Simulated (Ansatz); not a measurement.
# Cu, response to strain

Consider Cu in the fcc (Cu type) structure (space group Fm-3m, No. 225; a = 3.564 Å; relaxed with 0.1 eV smearing).

Strains are applied to the cell and any free atomic positions relax.

Computed with PBEsol (Ansatz, a quantum-chemistry and plane-wave program, PAW, scalar-relativistic without spin-orbit coupling).

Notes on the quantities. energy relative to the base: free energy F.

```tsv
variant	energy relative to the base	volume per atom	pressure
base	0 meV/atom	11.32 Å³	0.0 GPa
isotropic strain −3.00 %	+54 meV/atom	10.33 Å³	19.3 GPa
isotropic strain −2.50 %	?	10.49 Å³	15.4 GPa
isotropic strain −2.00 %	+23 meV/atom	10.65 Å³	?
isotropic strain −1.50 %	?	10.81 Å³	8.5 GPa
isotropic strain −1.00 %	+5.5 meV/atom	10.98 Å³	5.5 GPa
isotropic strain −0.50 %	+1.4 meV/atom	11.15 Å³	2.6 GPa
isotropic strain +1.50 %	+11 meV/atom	11.83 Å³	-6.7 GPa
isotropic strain +2.00 %	+20 meV/atom	12.01 Å³	-8.6 GPa
isotropic strain +2.50 %	?	12.19 Å³	-10.4 GPa
```

Problem. Fill in the withheld entries from the trend.

Solution. 
- isotropic strain −2.50 %, energy relative to the base: +37 meV/atom
- isotropic strain −2.00 %, pressure: 11.8 GPa
- isotropic strain −1.50 %, energy relative to the base: +13 meV/atom
- isotropic strain +2.50 %, energy relative to the base: +30 meV/atom

Stability against distortions was not tested. All final runs are without spin polarisation.
